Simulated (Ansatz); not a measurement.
## A computed series for GaSb: response to strain

The reference is GaSb in the zinc blende structure (space group F-43m, No. 216; a = 6.0488 Å). Axes: x, y, z lie along the cube axes.

Strains are applied to the cell and any free atomic positions relax.

Calculations: DFT with LDA, PAW potentials and a 420 eV plane-wave cutoff in Ansatz (a quantum-chemistry and plane-wave program), spin-orbit coupling left out.

Notes on the quantities. pressure: mean of the normal stresses, compression positive; band gap: uncertain: the Fermi level lies in a band; the base alone; energy relative to the base: free energy F.

```csv
case,pressure,band gap,energy relative to the base,volume per atom
base,0.00 GPa,0.07 eV,0 meV/atom,27.66 Å³
uniaxial strain ε_zz = −3.00 %,1.81 GPa,0.16 eV,+6.9 meV/atom,26.83 Å³
uniaxial strain ε_zz = −2.50 %,1.49 GPa,0.15 eV,+4.8 meV/atom,26.97 Å³
uniaxial strain ε_zz = −1.50 %,0.87 GPa,0.11 eV,+1.7 meV/atom,27.25 Å³
uniaxial strain ε_zz = −0.50 %,0.28 GPa,0.08 eV,+0.2 meV/atom,27.53 Å³
uniaxial strain ε_zz = +0.50 %,-0.3 GPa,zero,+0.2 meV/atom,27.80 Å³
uniaxial strain ε_zz = +1.00 %,[?],zero,[?],27.94 Å³
uniaxial strain ε_zz = +1.50 %,-0.8 GPa,zero,+1.6 meV/atom,28.08 Å³
uniaxial strain ε_zz = +2.00 %,-1.0 GPa,zero,+2.9 meV/atom,28.22 Å³
uniaxial strain ε_zz = +3.00 %,-1.5 GPa,zero,+6.5 meV/atom,28.49 Å³
```

Problem. What belongs in the blanks?

Solution. 
- uniaxial strain ε_zz = +1.00 %, pressure: -0.5 GPa
- uniaxial strain ε_zz = +1.00 %, energy relative to the base: +0.7 meV/atom

With Sb present, leaving out spin-orbit coupling can change the band edges. Stability against distortions was not tested. The final runs are not spin-polarised. Gaps under 0.05 eV, about the width of the smearing, are given as zero. The zero or small gap of GaSb can change with the level of theory.
